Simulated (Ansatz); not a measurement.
## TaSi (model structure, started from the NiAs type, P6₃/mmc, No. 194, 4 atoms in the cell): properties by level of theory

```tsv
level (code)	lattice constant a (Å)	lattice parameter c (Å)
PBE (Ansatz)	3.042	8.004
PBEsol (Ansatz)	3.003	7.990
PBE-D3(BJ) (Ansatz)	2.998	7.985
```

Ansatz's density-functional and Hartree–Fock values are scalar-relativistic unless marked +SOC, with PAW data made under PBE.

Static lattice: no zero-point or thermal effects.

A model structure was made by putting elements into a prototype or built by hand; it is no filed structure, need not be a known phase, and can be a saddle point held by its symmetry.

Ansatz is a first-principles code.
